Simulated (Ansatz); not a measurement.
Base system: Ag in the fcc (Cu type) structure (space group Fm-3m, No. 225; relaxed with 0.1 eV smearing).

```cif
data_Ag4
_chemical_formula_sum 'Ag4'
_space_group_name_H-M_alt 'Fm-3m'
_space_group_IT_number 225
_space_group_name_Hall '-F 4 2 3'
_cell_length_a 4.14833
_cell_length_b 4.14833
_cell_length_c 4.14833
_cell_angle_alpha 90.000
_cell_angle_beta 90.000
_cell_angle_gamma 90.000
loop_
_atom_site_label
_atom_site_type_symbol
_atom_site_symmetry_multiplicity
_atom_site_Wyckoff_symbol
_atom_site_fract_x
_atom_site_fract_y
_atom_site_fract_z
_atom_site_occupancy
Ag1 Ag 4 a 0.00000 0.00000 0.00000 1
```
(The calculation used a cell of 1 atom; values per cell refer to that cell.)

Calculations: Ansatz (an electronic-structure program) PBE, no spin-orbit coupling.

Base values:

| Quantity | Value |
|---|---|
| Pressure | 0.0 GPa |

Now apply this change: the cell is scaled by 1.0100 in all directions, atoms relaxed at fixed cell.

Question: Estimate the effect on the pressure and energy relative to the base.

Answer: The pressure goes from zero to -2.5 GPa; the energy increases by 4.3 meV/atom.

The cells carry an imposed strain or load. No phonon test of stability was made.
